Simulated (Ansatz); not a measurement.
Start from BaTiO₃ in the cubic perovskite structure (space group Pm-3m, No. 221; a = 3.970 Å). Axes: x, y, z lie along the cube axes.

All numbers come from PBEsol, PAW, 420 eV (Ansatz, an electronic-structure program; no SOC).

For the base:

The band gap comes out as 1.82 eV.

Perturbation: compressive biaxial strain of 1.20 % in the plane normal to [001], as in epitaxy on a mismatched substrate; the out-of-plane cell vector and the atoms relax.

Problem. What does the calculation give for the ratio −ε⊥/ε∥ after the change?

Solution. The ratio −ε⊥/ε∥ comes out as 0.72.

Problem. Estimate the effect on the band gap.

Solution. The band gap drops by 0.02 eV (1.82 eV → 1.80 eV).

Whether these cells are dynamically stable was not tested. The final runs are not spin-polarised. Many cubic perovskites are stable only at high temperature; tilts and polar distortions were not tested. This is not the structure that BaTiO3 has at room temperature and ambient pressure.
